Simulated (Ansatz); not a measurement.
OH on the 1x1 (100) surface of rock-salt MgO (cut with top plane Mg + O), one in a 1x1 cell, energies for each (9.0 Å²). Energies are against H2O(g) − ½ H2(g), without zero-point or thermal terms; each row is named by its start. No converged result for: 1 more start.

Host crystal: rock-salt MgO, with a band gap (PBE, scalar-relativistic without spin-orbit coupling).

Computed with PBE (plane waves to 420 eV, PAW; Ansatz, a first-principles code).

Set-up: 10 atoms, 6.4 Å thick at the start under the adsorbate (thin: gaps and levels are the slab's own); mesh 6x6x1; 0.01 eV smearing; dipole correction on; 4 atoms held, the rest relaxed; each run with such symmetry as its start has; spin-polarised, no spin-orbit, no U, no dispersion correction.

A negative adsorption energy means that the adsorbate is more stable on the surface than in its reference. Starts that drift may end in the same place. Heights count from the host atoms within 0.3 Å of the top one. Moments of ungapped slabs depend on the mesh.

| starting site | E_ads (eV) | height (Å) | nearest host atom (Å) | bonded to | change of the vacuum step (eV) | lateral drift (Å) | moment (μB) |
|---|---|---|---|---|---|---|---|
| top Mg | 2.03 | 2.14 | Mg 2.04 | Mg | 2.16 | 0.1 | 1.0 |
| hollow Mg-Mg-O-O | 1.90 | 1.54 | Mg 2.18 | 2 Mg | 0.70 | 0.5 | 1.0 |
| bridge Mg-O (span 2.1 Å) | 1.90 | 1.54 | Mg 2.17 | 2 Mg | 0.69 | 0.8 | 1.0 |
